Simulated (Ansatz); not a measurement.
Data:

Host crystal: 3C silicon carbide, with a band gap (PBE, scalar-relativistic without spin-orbit coupling).

End structure of N on the 1x1 (110) surface of 3C silicon carbide (cut with top plane C + Si), one in a 2x2 cell, started at the site 'top C':

```
CELL_PARAMETERS angstrom
      6.19426     0.00000     0.00000
      0.00000     8.76000     0.00000
      0.00000     0.00000    27.00000
ATOMIC_POSITIONS crystal
  C  0.00000 0.36841 0.35704
  C  0.00000 0.86841 0.35704
  C  0.50000 0.36841 0.35704
  C  0.50000 0.86841 0.35704
  Si 0.25000 0.27125 0.36602
  Si 0.25000 0.77125 0.36602
  Si 0.75000 0.27125 0.36602
  Si 0.75000 0.77125 0.36602
  C  0.25000 0.11854 0.41341
  C  0.25000 0.61854 0.41341
  C  0.75000 0.11854 0.41341
  C  0.75000 0.61854 0.41341
  Si 0.00000 0.99658 0.41191
  Si 0.00000 0.49658 0.41191
  Si 0.50000 0.99658 0.41191
  Si 0.50000 0.49658 0.41191
  C  0.00000 0.37268 0.47117
  C  0.00000 0.87268 0.47117
  C  0.50000 0.37268 0.47117
  C  0.50000 0.87268 0.47117
  Si 0.25000 0.24764 0.47189
  Si 0.25000 0.74764 0.47189
  Si 0.75000 0.24764 0.47189
  Si 0.75000 0.74764 0.47189
  C  0.25000 0.12113 0.52844
  C  0.25000 0.62185 0.52887
  C  0.75000 0.12133 0.52920
  C  0.75000 0.62397 0.52889
  Si 0.99917 0.99612 0.52843
  Si 0.99839 0.49794 0.52806
  Si 0.50083 0.99612 0.52843
  Si 0.50161 0.49794 0.52806
  C  0.99698 0.36738 0.58649
  C  0.00201 0.87026 0.58640
  C  0.50302 0.36738 0.58649
  C  0.49799 0.87026 0.58640
  Si 0.25000 0.25138 0.58450
  Si 0.25000 0.74623 0.58792
  Si 0.75000 0.23950 0.58950
  Si 0.75000 0.74830 0.58803
  C  0.25000 0.12982 0.63838
  C  0.25000 0.61606 0.64223
  C  0.75000 0.11329 0.64640
  C  0.75000 0.61960 0.64282
  Si 0.99730 0.00604 0.63948
  Si 0.99909 0.52117 0.63355
  Si 0.50270 0.00604 0.63948
  Si 0.50091 0.52117 0.63355
  N  0.25000 0.00922 0.67456
```

Set-up: 49 atoms, 7.7 Å thick at the start under the adsorbate (thin: gaps and levels are the slab's own); mesh 3x3x1; 0.01 eV smearing; dipole correction on; single point; on the structure that PBE left under its start's symmetry; spin-polarised, ending with about 1.0 μB a cell; orders that need a larger cell were not tried, no spin-orbit, no U, no dispersion correction. The program's check for a lower electronic state was not made. At the end it is bonded to C + 2 Si. In PBE it is, or lies within 0.03 eV of, the lowest of the starts that converged; the order may differ at this level.

A negative adsorption energy means that the adsorbate is more stable on the surface than in its reference.

Problem. What is the computed adsorption energy against ½ N2(g) at the same level (r2SCAN, at the PBE geometry and the start's symmetry in Ansatz, a first-principles code)?

Solution. 0.61 eV

Problem. Predict the change of the step from the bottom to the top vacuum level, against the clean slab from r2SCAN, at the PBE geometry and the start's symmetry.

Solution. 0.10 eV
